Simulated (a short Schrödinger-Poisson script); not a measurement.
System: gated Al0.25Ga0.75As/GaAs modulation-doped gas, at 300 K.

```
layer        material  thickness (nm)  Nd (cm⁻³)  Na (cm⁻³)
-----  --------------  --------------  ---------  ---------
1      Al0.25Ga0.75As              10          -          -
2      Al0.25Ga0.75As              30     5.5e17          -
3      Al0.25Ga0.75As               3          -          -
4                GaAs            6000          -       8e15
```

The device is made up for the run: typed textbook-type constants, with dimensions and the other settings drawn at random. Al0.25Ga0.75As: permittivity 12.19, conduction-band edge (eV) 0.198, gap (eV) 1.736, electron mass (mₑ) 0.0878, Nv at 300 K (cm⁻³) 9e18. GaAs: permittivity 12.9, conduction-band edge (eV) 0, gap (eV) 1.424, Nv at 300 K (cm⁻³) 9e18.

Channel valleys (confinement mass, in-plane density-of-states mass, number): Γ 0.067, 0.067, 1. At the gate the conduction-band edge of layer 1 lies 0.95 eV − eVg above the Fermi level of the channel; the field vanishes at the back. The barrier under the gate holds no holes. Gaps are held at their typed values at every temperature. Mesh 0.08 nm at interfaces.

Solved with a short Schrödinger-Poisson script written for these runs: 1D Poisson equation in equilibrium, electrons quantum, Hartree plus LDA exchange-correlation (BenDaniel-Duke, 40 states a valley, the channel's in-plane mass for all, wave functions free to enter the barrier), parabolic valleys, classical holes, full ionisation, no traps, pinning or gate leakage.

The same stack at other levels of the model or other numerical settings:

| run | sheet density of all electrons at Vg = 0.5 V (cm⁻²) | capacitance at Vg = 0.5 V (μF/cm²) | centroid of the channel electrons at Vg = 0.5 V (nm) | gate voltage at 1e11 electrons/cm² (V) | rough cost against the base |
|---|---|---|---|---|---|
| base | 1.79e11 | 0.200 | 6.56 | 0.43 | about 1 |
| electrons treated as classical, Boltzmann | 1.92e11 | 0.207 | 4.56 | 0.42 | 0.02 |
| electrons treated as classical, Fermi-Dirac | 1.87e11 | 0.201 | 4.90 | 0.43 | 0.1 |
| electrons treated as quantum, Hartree | 1.72e11 | 0.197 | 6.74 | 0.44 | about 1 |
| mesh six times as coarse | 1.79e11 | 0.200 | 6.53 | 0.43 | 0.2 |
| one subband a valley | 1.69e11 | 0.192 | 5.15 | 0.44 | 0.2 |

The classical rows ignore confinement, and Boltzmann statistics overrate the density once the band edge passes the Fermi level.
